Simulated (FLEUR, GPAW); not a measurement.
A FLEUR input for a self-consistent single point of Na3Tl (I4/mmm, 4 atoms in the cell) (DFT, LDA (Vosko-Wilk-Nusair), all-electron FLAPW (FLEUR), scalar-relativistic valence):

Input of the input generator:

```
Na3Tl FLAPW
&input film=f /
-4.6306510362 4.6306510362 9.2982972407
4.6306510362 -4.6306510362 9.2982972407
4.6306510362 4.6306510362 -9.2982972407
1.0
1.0 1.0 1.0

4
11 0.7500000000 0.2500000000 0.5000000000
11 0.2500000000 0.7500000000 0.5000000000
11 0.5000000000 0.5000000000 0.0000000000
81 0.0000000000 0.0000000000 0.0000000000

&comp jspins=1 /
&exco xctyp='vwn' /
&kpt div1=6 div2=6 div3=6 gamma=t /
&end /
```

```xml
<?xml version="1.0" encoding="UTF-8" standalone="no"?>
<fleurInput fleurInputVersion="0.39">
   <comment>
      Na3Tl FLAPW                                                                                         
   </comment>
   <calculationSetup>
      <cutoffs Kmax="3.8" Gmax="15.2" GmaxXC="15.2" numbands="0"/>
      <scfLoop itmax="60" minDistance="0.00001" maxIterBroyd="99" imix="Anderson" alpha="0.05" precondParam="0.0" spinf="2.0"/>
      <coreElectrons ctail="T" frcor="F" kcrel="0" coretail_lmax="0"/>
      <xcFunctional name="vwn" relativisticCorrections="F"/>
      <magnetism jspins="1"/>
      <soc l_soc="F" theta="0.0" phi="0.0" spav="F"/>
      <expertModes spex="0" secvar="F"/>
      <geometryOptimization l_f="T" forcealpha="1.0" forcemix="BFGS" epsdisp="0.00001" epsforce="0.00001"/>
      <ldaU l_linMix="F" mixParam="0.05" spinf="1.0"/>
   </calculationSetup>
   <cell>
      <bzIntegration valenceElectrons="40.0" mode="gauss" fermiSmearingEnergy="0.00999582">
         <kPointListSelection listName="default-1"/>
         <!-- k-points included here -->
         <xi:include xmlns:xi="http://www.w3.org/2001/XInclude" href="kpts.xml"> </xi:include>
      </bzIntegration>
      <!-- symmetry operations included here -->
      <xi:include xmlns:xi="http://www.w3.org/2001/XInclude" href="sym.xml"> </xi:include>
      <bulkLattice scale="1.0">
         <bravaisMatrix>
            <row-1>   -4.6306510361999997     4.6306510361999997     9.2982972407000002</row-1>
            <row-2>    4.6306510361999997    -4.6306510361999997     9.2982972407000002</row-2>
            <row-3>    4.6306510361999997     4.6306510361999997    -9.2982972407000002</row-3>
         </bravaisMatrix>
      </bulkLattice>
   </cell>
   <atomSpecies>
      <species name="Sodium (Na)" element="Na" atomicNumber="11">
         <mtSphere radius="2.68" gridPoints="925" logIncrement="0.012"/>
         <atomicCutoffs lmax="10" lnonsphr="8"/>
         <electronConfig flipSpins="F">
            <coreConfig>(1s1/2)</coreConfig>
            <valenceConfig>(2s1/2) (2p1/2) (2p3/2) (3s1/2)</valenceConfig>
            <stateOccupation state="(3s1/2)" spinUp="0.5" spinDown="0.5"/>
         </electronConfig>
         <energyParameters s="3" p="3" d="3" f="4"/>
         <lo type="SCLO" l="0" n="2" eDeriv="0"/>
         <lo type="SCLO" l="1" n="2" eDeriv="0"/>
      </species>
      <species name="Thallium (Tl)" element="Tl" atomicNumber="81">
         <mtSphere radius="2.68" gridPoints="925" logIncrement="0.015"/>
         <atomicCutoffs lmax="10" lnonsphr="8"/>
         <electronConfig flipSpins="F">
            <coreConfig>(1s1/2) (2s1/2) (2p1/2) (2p3/2) (3s1/2) (3p1/2) (3p3/2) (4s1/2) (3d3/2) (3d5/2) (4p1/2) (4p3/2) (5s1/2) (4d3/2) (4d5/2) (4f5/2) (4f7/2) (5p1/2) (5p3/2)</coreConfig>
            <valenceConfig>(6s1/2) (5d3/2) (5d5/2) (6p1/2) (6p3/2)</valenceConfig>
            <stateOccupation state="(6p1/2)" spinUp="0.1666666666667" spinDown="0.1666666666667"/>
            <stateOccupation state="(6p3/2)" spinUp="0.3333333333333" spinDown="0.3333333333333"/>
         </electronConfig>
         <energyParameters s="6" p="6" d="6" f="5"/>
         <lo type="SCLO" l="2" n="5" eDeriv="0"/>
      </species>
   </atomSpecies>
   <atomGroups>
      <atomGroup species="Sodium (Na)">
         <relPos label="                   1">-1.000/4.000 1.000/4.000 1.000/2.000</relPos>
         <relPos label="                   2">1.000/4.000 -1.000/4.000 1.000/2.000</relPos>
         <force calculate="T" relaxXYZ="TTT"/>
      </atomGroup>
      <atomGroup species="Sodium (Na)">
         <relPos label="                   3">1.000/2.000 1.000/2.000 .0000000000</relPos>
         <force calculate="T" relaxXYZ="TTT"/>
      </atomGroup>
      <atomGroup species="Thallium (Tl)">
         <relPos label="                   4">.0000000000 .0000000000 .0000000000</relPos>
         <force calculate="T" relaxXYZ="TTT"/>
      </atomGroup>
   </atomGroups>
   <output dos="F" band="F" slice="F">
      <checks vchk="F" cdinf="F"/>
      <bandDOS minEnergy="-.5*Htr" maxEnergy="0.5*Htr" sigma="0.015" storeEVData="T"/>
      <vacuumDOS vacdos="F" integ="F" star="F" nstars="0" locx1="0.0" locy1="0.0" locx2="0.0" locy2="0.0" nstm="0" tworkf="0.0"/>
      <unfoldingBand unfoldBand="F" supercellX="1" supercellY="1" supercellZ="1"/>
      <plotting iplot="0" polar="F">
         <plot TwoD="T" vec1="  1.0  0.0  0.0" vec2="  0.0  1.0  0.0" vec3="  0.0  0.0  1.0" zero="  0.0  0.0  0.0" file="plot"/>
      </plotting>
      <chargeDensitySlicing numkpt="0" minEigenval="0.0" maxEigenval="0.0" nnne="0" pallst="F"/>
      <specialOutput eonly="F"/>
      <magneticCircularDichroism mcd="F" energyLo="-10.0" energyUp="0.0"/>
   </output>
  <!-- We include the file relax.xml here to enable relaxations (see documentation) -->
  <xi:include xmlns:xi="http://www.w3.org/2001/XInclude" href="relax.xml"> <xi:fallback/> </xi:include>
</fleurInput>
```

Question: Translate this input to GPAW.

Answer: One input that does it (others would too):

```python
from ase import Atoms
from ase.units import GPa
from gpaw import GPAW, PW

atoms = Atoms(['Na', 'Na', 'Na', 'Tl'],
              cell=[[-2.450435, 2.450435, 4.920447],
                    [2.450435, -2.450435, 4.920447],
                    [2.450435, 2.450435, -4.920447]],
              scaled_positions=[[0.750000, 0.250000, 0.500000],
                                [0.250000, 0.750000, 0.500000],
                                [0.500000, 0.500000, 0.000000],
                                [0.000000, 0.000000, 0.000000]],
              pbc=True)

calc = GPAW(mode=PW(850),
            xc='LDA',
            kpts={'size': (6, 6, 6), 'gamma': True},
            occupations={'name': 'methfessel-paxton', 'width': 0.272, 'order': 0},
            nbands=-10,
            convergence={'density': 1e-05},
            symmetry={'symmorphic': False, 'tolerance': 0.0005},
            maxiter=150)

atoms.calc = calc

energy = atoms.get_potential_energy()
print('Energy (eV):', round(energy, 6))
forces = atoms.get_forces()
print('Forces (eV/Ang):')
print(forces.round(5))
stress = atoms.get_stress()
print('Stress (GPa, Voigt):', (stress / GPa).round(4))
```

Basis, cutoffs, solver keys and any potentials are the target program's own. This input uses DFT LDA (Perdew-Wang 92), plane waves, GPAW PAW datasets LDA (gpaw-data 1.0.1). LDA parametrisations can differ slightly between programs.

The starting cell comes from a database of computed structures (which also holds hypothetical and non-ambient phases and stackings), without a prior relaxation at this level. Its lattice was rescaled by a random factor within 2.5 % of one. For this run, on top of that: lattice scaled by 0.98.
